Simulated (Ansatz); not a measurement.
## TaGe (model structure, started from the NbAs type, I4₁md, No. 109, 4 atoms in the cell)

Level of theory: PBE-D3(BJ) in Ansatz (PAW).

Run with plane-wave cutoff 500 eV, 16×16×16 k mesh, Fermi–Dirac smearing 0.05 eV, scalar-relativistic PAW data made under PBE.

Cell (relaxed at this level):

```
CELL_PARAMETERS angstrom
     -1.72461     1.72461     5.90840
      1.72461    -1.72461     5.90840
      1.72461     1.72461    -5.90840
ATOMIC_POSITIONS crystal
  Ta 0.75046 0.75046 0.00000
  Ta 0.50046 0.00046 0.50000
  Ge 0.16554 0.16554 0.00000
  Ge 0.91554 0.41554 0.50000
```

```json
{
 "band_gap": "none"
}
```

Note: the relaxation could raise the start's symmetry but not lower it, so the cell can be a saddle point.

Spin–orbit coupling is not included.

The computed numbers hold no vibrational or temperature effects.

Computing time: very roughly 9 core-minutes.

A model structure was made by putting elements into a prototype or built by hand; it is no filed structure, need not be a known phase, and can be a saddle point held by its symmetry.

Ansatz is a first-principles code.
